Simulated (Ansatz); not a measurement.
**Effect of uniaxial strain ε_zz = +0.50 % on Ti**

Start from Ti in the hcp (Mg type) structure (space group P6_3/mmc, No. 194; a = 2.9398 Å, c = 4.6540 Å; relaxed with 0.1 eV smearing). Axes: x lies along a and z along c of the hexagonal cell.

Modification: the cell is stretched by 0.50 % along z with no lateral relaxation, atoms relaxed at fixed cell.

Method: PBE/PAW in Ansatz (a quantum-chemistry and plane-wave program), no spin-orbit coupling. k-mesh 23×23×13 (Γ-centred); smearing 0.1 eV (Fermi–Dirac).

* **Volume per atom**: 17.50 Å³ (base 17.42 Å³)
* **Shortest interatomic distance**: 2.890 Å (base 2.880 Å)
* **Energy relative to the base (free energy F)**: +0.2 meV/atom
* **Band gap**: zero (base zero)
* **Stress (xx, yy, zz, yz, xz, xy; compression positive)**: (-0.4, -0.4, -0.9, 0.0, 0.0, 0.0) GPa

Cost of the whole job for the changed cell (relaxation, final SCF and bands): about 20 core-seconds (a rough figure).

Stability against distortions was not tested. All final runs are without spin polarisation.
